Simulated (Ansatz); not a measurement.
Consider C (space group R-3, No. 148; a hypothetical phase, not in the database extracts checked).

```
C
1.0
    3.15898     1.82384     1.28200
   -3.15898     1.82384     1.28200
    0.00000    -3.64768     1.28200
C
8
Cartesian
 -2.18360  -0.56380   1.52762
  2.18360   0.56380   2.31839
  1.58006  -1.60916   1.52762
 -1.58006   1.60916   2.31839
  0.60354   2.17295   1.52762
 -0.60354  -2.17295   2.31839
  0.00000   0.00000   2.69264
  0.00000   0.00000   1.15337
```

Method: DFT with PBEsol, PAW potentials and a 420 eV plane-wave cutoff in Ansatz (a quantum-chemistry and plane-wave program), without spin-orbit coupling.

Base values:

```
Quantity                       Result
----------------------------  -------
Gap between the host's bands  3.33 eV
```

Modification: electron doping at 1.0×10^22 cm⁻³ (0.443 per cell), with a uniform compensating background at fixed cell and a 300 K Fermi–Dirac width.

Task: Predict the new Fermi level from band edge.

Result: The Fermi level relative to the doped band's edge (positive inside the band; to 0.05 eV) amounts to +0.75 eV.

Task: Estimate the effect on the gap between the host's bands.

Result: The gap between the host's bands decreases by 0.18 eV, from 3.33 eV to 3.15 eV.

Charged cell with a jellium background: band edges are those of the host's band count, energies are not comparable with the neutral cell, and many-body gap narrowing is missing. Whether these cells are dynamically stable was not tested.
